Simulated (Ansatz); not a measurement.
An Ansatz (a quantum-chemistry and plane-wave program) input (Ansatz, PBEsol, PAW, cutoff 420 eV, no spin-orbit coupling):

Ansatz 0.2 input:
```yaml
crystal:
  lattice:
    - [0.0277255718, 1.938851176, 1.938851176]
    - [1.938851176, 0.0277255718, 1.938851176]
    - [1.9665767478, 1.9665767478, 0]
  atoms:
    - { symbol: Pd, position: [0, 0, 0] }
basis: { ecutwfc: 420, ecutrho_ratio: 4, xc_grid: 2, fft_grid_basis: typed }
kpoints: { mp_grid: { grid: [29, 29, 29] } }
hamiltonian:
  xc: pbesol
  dispersion: none
  pseudopotentials: { kind: paw }
scf: { occupations: { method: fermi_dirac, width: 0.1 }, convergence: { dr2_threshold: 0.0000000001 } }
relax: { f_tol: 0.005, max_steps: 50 }
output: { forces: true, stress: true }
checkpoint: { write: state.ck, write_every: 1000 }
```

### Question
Which symmetry and how many k-points will the program report, and about how many plane waves at Γ?

### Answer
Space group Immm (ITA 71) with 8 operations, k-points 3375 of 24389, and 283 plane waves at Γ.

The cells carry an imposed strain or load. Whether these cells are dynamically stable was not tested. The final runs are not spin-polarised. The cell was made from Pd in the fcc (Cu type) structure (space group Fm-3m, No. 225) by this change: tensor shear ε_xy = +1.43 %.
